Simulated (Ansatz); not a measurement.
For GaP (model structure, started from the CsCl type, Pm-3m, No. 221, 2 atoms in the cell), LDA in Ansatz (plane waves, PAW) gives:

```
Quantity                              Result
------------------------------  ------------
equilibrium lattice constant a       3.140 Å
cohesive energy                 3.65 eV/atom
```

**Question.** What does r²SCAN+rVV10 in Ansatz (plane waves, PAW) give for the same quantities?

**Answer.** 
- lattice constant a: 3.179 Å (grows by 1.2 %)
- cohesive energy: 2.86 eV/atom (decreases by 0.79 eV/atom)

Changes are worked out from the printed values.

Unless a cell is named, each level is at its own relaxed cell (LDA 15.48, r²SCAN+rVV10 16.07 Å³/atom).

Ansatz's density-functional and Hartree–Fock values are scalar-relativistic unless marked +SOC, with PAW data made under PBE.

A model structure was made by putting elements into a prototype or built by hand; it is no filed structure, need not be a known phase, and can be a saddle point held by its symmetry.

Ansatz is a first-principles code.
